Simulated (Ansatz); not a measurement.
Levels about the gap of amorphous In₂₄O₃₉Ga₂ (65 atoms in a cell of 921 Å³, 6.35 g/cm³; zone centre alone, so wide bands show as single levels with stretches between that a denser mesh fills), at the geometry that PBE relaxed, where it gives 0.2 GPa on a denser mesh. The participation number counts the atoms over which a state spreads; weights are charges in smoothed Voronoi cells. The levels come from a single point, so bond lengths are those of that geometry. Method of the levels: PBE, scalar-relativistic without spin-orbit coupling (Ansatz, an electronic-structure program). Sampling: the zone centre alone; Fermi-Dirac width 0.02 eV; no spin polarisation. At PBE the levels at the filled edge of the gap are localised (band-tail or defect states).

The cell was made by melting and quenching with the CHGNet potential and then relaxed with DFT. O atoms were pushed apart under 1.9 Å during the dynamics, to hinder bonds among them. The hot cell started wider than the set density and was brought back towards it in steps. It is the lowest in DFT energy of 2 quenches. It is a model cell: composition and starting density were chosen by hand, and all elements were melted together. No dispersion term was used. Its density started from a set value of 6.42 and ended at 6.35 g/cm³. The quench (nominally 280 K/ps over its main leg) was far faster than any real one, so the model tends to hold more defects than a real film. A cell of this size samples the disorder only roughly. Volume and shape were free in the relaxation.

```csv
"E - E(highest filled), eV",filling,participation number,largest on,weight O,weight In,weight Ga
-0.28,filled,15.4,"O, 3 neighbours",0.94,0.06,0.00
-0.26,filled,25.3,"O, 4 neighbours",0.94,0.06,0.00
-0.20,filled,16.3,"O, 5 neighbours",0.94,0.05,0.00
-0.19,filled,24.0,"O, 4 neighbours",0.94,0.06,0.00
-0.15,filled,8.9,"O, 3 neighbours",0.94,0.06,0.00
-0.04,filled,11.8,"O, 3 neighbours",0.95,0.04,0.00
0.00,filled,5.7,"O, 3 neighbours",0.96,0.04,0.01
0.51,empty,61.1,"In, 5 neighbours",0.54,0.43,0.02
3.23,empty,27.6,"In, 5 neighbours",0.60,0.39,0.01
3.43,empty,46.6,"In, 5 neighbours",0.62,0.36,0.01
3.51,empty,40.2,"In, 5 neighbours",0.60,0.39,0.01
3.73,empty,39.9,"In, 5 neighbours",0.61,0.37,0.02
3.83,empty,43.2,"In, 5 neighbours",0.61,0.38,0.00
3.95,empty,42.1,"In, 5 neighbours",0.61,0.38,0.01
```

Most localised among these is the filled level at +0.00 eV, on a O atom, which has 3 neighbours (In 2.09 Å, In 2.10 Å, In 2.10 Å).
